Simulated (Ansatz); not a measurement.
Consider this model of amorphous Ti30O57.

```xyz
87
Lattice="9.9499 -0.0841 0.1148 -0.0839 10.1316 -0.1562 0.1147 -0.1566 10.1520" Properties=species:S:1:pos:R:3 pbc="T T T"
Ti     2.0569     4.9906     8.0944
Ti     2.4301     9.5418     6.8705
Ti     4.7966     7.3199     2.9963
Ti     2.5062     7.0298     5.2634
Ti     4.6215     4.7979     5.6346
Ti     4.3630     2.4469     1.4349
Ti     5.1533     9.7201     5.2804
Ti     9.8558     0.8351     8.1340
Ti     0.1167     4.3348     5.0682
Ti     3.7011    -0.0904     9.9527
Ti     2.4791     5.2581     2.6969
Ti     1.2572     2.9475     0.4820
Ti     6.8544     3.9203     0.4765
Ti     6.3402     2.4258     3.7103
Ti     7.3377     5.7156     4.9937
Ti     8.9177     8.5596     4.0929
Ti     1.6713     9.1988     2.5086
Ti     6.9296     6.5942    10.0864
Ti     4.6450     2.5770     8.1336
Ti     7.6785     2.0815     6.3779
Ti     9.1535     4.4312     8.1118
Ti     5.3479     7.4278     7.6511
Ti     8.8837     1.1154     1.2751
Ti     3.0587     1.9949     4.7435
Ti     7.9874     8.6120     7.1650
Ti     6.4890     9.6982     1.7490
Ti     3.7481     7.3315     0.0133
Ti     0.6283     7.6802     9.0360
Ti     9.3142     6.2926     2.0785
Ti     0.3148     1.5436     3.6057
O      6.2491     6.6513     3.8474
O      6.3009     2.7875     7.3657
O      2.7697     1.7346     0.4233
O      5.2322     6.1161     9.3677
O      6.1754     8.9731     6.6633
O      5.9349     3.4967     2.0833
O      2.9091     7.9355     3.6575
O      0.2390     0.0869     2.0506
O      3.9244     8.2203     6.3025
O      7.6290     9.9152     0.3888
O      3.9339     3.1086     6.1051
O      8.7937     5.4352     3.8344
O      6.3615     1.1099     5.2436
O      3.6668     6.3270     1.6887
O      5.6846     7.8406     1.2648
O      6.3152     4.0520     4.7813
O      4.1111     0.8640     8.2919
O      3.1480     5.7501     6.6514
O      5.2024     9.1439     3.5441
O      2.8637     3.6976     1.8410
O      8.2026     0.4032     7.1447
O      1.4158     5.6365     4.4425
O      9.5397     0.0239     4.7609
O      5.8421     5.9664     6.4836
O      0.8708     5.4567     1.7546
O      2.1153     9.1573     8.6440
O      0.3420     7.8170     3.0067
O      7.6214     5.6616     1.3253
O      2.7216     8.9006     1.0137
O      8.0317     2.6919     0.4629
O      7.7154     8.6490     2.8150
O      1.3868     8.2663     6.0198
O      3.9429     5.6496     4.1330
O      4.9366     0.5963     1.1334
O      0.7369     4.0465     9.3577
O      7.2077     7.5922     8.5068
O      3.2520     3.7849     8.5845
O      4.6594     8.5958     9.0900
O      7.6620     4.9040     9.0975
O      9.0251     2.5565     7.7859
O      0.2390     2.6601     1.9942
O      9.5345     8.9812     8.2549
O      0.1582     6.2691     8.0302
O      2.3495     6.5650     9.2808
O      3.6235     0.4597     5.7253
O      2.1214     0.6385     3.6145
O      9.5061     7.4206     0.4714
O      1.4789     2.9769     4.4154
O      8.5095     4.7662     6.3393
O      1.3287     0.9101     6.9420
O      0.9335     4.2467     6.7220
O      8.2981     7.5887     5.6367
O      5.3355     2.9338     9.9098
O      0.3499     1.3237     9.7790
O      4.4264     2.1180     3.4776
O      8.9141     2.6173     4.8408
O      7.3967     1.2057     2.6744
```

Computed with PBE, scalar-relativistic without spin-orbit coupling (plane waves to 420 eV, PAW; Ansatz, an electronic-structure program). The usual formal charges leave 6 electrons over, so the level spacing at the Fermi energy parts defect or band states and needn't be the band gap. In the spin-polarised cell the level spacing at the Fermi energy can part levels of unlike spin.

The cell was made by melting and quenching with the CHGNet potential and then relaxed with DFT. O atoms were pushed apart under 1.9 Å during the dynamics, to hinder bonds among them. The hot cell started wider than the set density and was brought back towards it in steps. It is the lowest in DFT energy of 4 quenches. It is a model cell: composition and starting density were chosen by hand, and all elements were melted together. No dispersion term was used. Its density started from a set value of 3.84 and ended at 3.81 g/cm³. Cooling (nominally 240 K/ps over its main leg) ran many orders faster than in experiment, which tends to leave more defects and strain. Values belong to this one cell and scatter from quench to quench. Volume and shape were free in the relaxation. On a 2×2×2 Γ-centred mesh force components of up to 0.18 eV/Å stay, since the relaxation ran on the zone centre alone.

Bonds are counted up to Ti-Ti 3.12 Å, Ti-O 2.54 Å, O-O 1.58 Å. Two cations that share two anions don't count as bonded, nor two that share one unless they lie closer than Ti-Ti 3.04 Å.

Q: Give the coordination numbers, mean bond lengths and angles.

A: 
```json
{
  "Mean coordination of Ti by anions": "5.43 (1 with 4, 15 with 5, 14 with 6); 2 close contacts or bonds to cations besides",
  "Mean coordination of O": "2.86 (11 with 2, 43 with 3, 3 with 4)",
  "Mean Ti-O bond": "1.977 Å (spread 0.123 Å, 163 counted)",
  "Mean Ti-Ti close contact": "3.004 Å (spread 0.000 Å, 1 counted)",
  "Bond angle at Ti": "mean 104.8°, spread 28.3°",
  "Bond angle at O": "mean 117.7°, spread 20.1°"
}
```

Q: List the pairs of like atoms that count as bonded by the rules above.

A: Ti14-Ti20 (3.00 Å).
